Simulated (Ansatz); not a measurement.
We consider PrB₄ (P4/mbm, No. 127; cell taken from a computed entry), described by PBEsol in Ansatz (plane waves, PAW).

Settings: plane-wave cutoff 500 eV, 6×6×10 k mesh (along the axes of the cell as run), Fermi–Dirac smearing 0.05 eV, spin-polarised start, scalar-relativistic PAW data made under PBE.

Computed at the level's own relaxed cell.

Predict the equilibrium volume per atom, equilibrium lattice constant a and c axis length.


- equilibrium volume per atom = 10.21 Å³/atom
- equilibrium lattice constant a = 7.113 Å
- c axis length = 4.037 Å

The run finds no gap.

Note: the magnetic order was assumed, not searched for or taken from measurement; the relaxation could not lower the start's symmetry, so the cell can be a saddle point above a distorted one; the 4f shell is treated without U or exact exchange, so its levels and filling can be wrong.

Spin–orbit coupling is not included.

Computed values are for the static lattice.

Cost on a shared machine: around 25 core-minutes (rough).

Ansatz is an electronic-structure program.
